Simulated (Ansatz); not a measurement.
## A computed series for TaN: pressure series

Start from TaN (space group P6/mmm, No. 191; a = 5.2017 Å, c = 2.9061 Å).

Cell and atoms are relaxed at each pressure.

Calculations: PBEsol (Ansatz, a first-principles code, PAW, spin-orbit coupling left out).

Notes on the quantities. enthalpy: H = E + PV relative to the base's energy.

```json
[
 {"case": "base", "enthalpy": "–", "lattice parameter a": "5.202 Å"},
 {"case": "pressure −2 GPa", "enthalpy": "-0.14 eV/atom", "lattice parameter a": "5.217 Å"},
 {"case": "pressure −1 GPa", "enthalpy": "-0.07 eV/atom", "lattice parameter a": "5.209 Å"},
 {"case": "pressure 0.3 GPa", "enthalpy": "+0.02 eV/atom", "lattice parameter a": "5.199 Å"},
 {"case": "pressure 0.7 GPa", "enthalpy": "+0.05 eV/atom", "lattice parameter a": "5.197 Å"},
 {"case": "pressure 1.5 GPa", "enthalpy": "+0.11 eV/atom", "lattice parameter a": "___"},
 {"case": "pressure 3 GPa", "enthalpy": "+0.21 eV/atom", "lattice parameter a": "5.180 Å"},
 {"case": "pressure 5 GPa", "enthalpy": "+0.35 eV/atom", "lattice parameter a": "5.165 Å"},
 {"case": "pressure 7.5 GPa", "enthalpy": "+0.52 eV/atom", "lattice parameter a": "5.148 Å"},
 {"case": "pressure 10 GPa", "enthalpy": "+0.70 eV/atom", "lattice parameter a": "5.131 Å"}
]
```

Task: Fill in the withheld entries from the trend.

Result: 
- pressure 1.5 GPa, lattice parameter a: 5.191 Å

Load acts through the strain it causes; cell and atoms are relaxed under it. Whether these cells are dynamically stable was not tested. Competing high-pressure phases were not computed. The final runs are not spin-polarised. This is not the structure that TaN has at room temperature and ambient pressure.
